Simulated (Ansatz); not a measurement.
Take CdS in the zinc blende structure (space group F-43m, No. 216) as the base.

```yaml
crystal:
  lattice:
    - [0.00000, 2.87831, 2.87831]
    - [2.87831, 0.00000, 2.87831]
    - [2.87831, 2.87831, 0.00000]
  atoms:
    - { symbol: Cd, position: [0.00000, 0.00000, 0.00000] }
    - { symbol: S, position: [0.25000, 0.25000, 0.25000] }
```

Cartesian axes are those of the cell as printed.

Calculations: LDA (Ansatz, a quantum-chemistry and plane-wave program, PAW, without spin-orbit coupling).

For the base:

The volume per atom comes out as 23.85 Å³. The valence-band top at Γ is 0.00, 0.00, 0.00 eV.

It is then changed as follows: compressive biaxial strain of 0.83 % in the plane normal to [111], as in epitaxy on a mismatched substrate; the out-of-plane cell vector and the atoms relax.

Q: Estimate the effect on the energy relative to the base, volume per atom and valence-band top at Γ.

A: The energy increases by 1.1 meV/atom; the volume per atom shrinks by 0.21 Å³ to 23.64 Å³; the valence-band top at Γ (three highest levels, from the VBM) goes from 0.00, 0.00, 0.00 eV to 0.00, 0.00, -0.07 eV.

The levels and masses belong to the bands next to the band gap. No phonon test of stability was made.
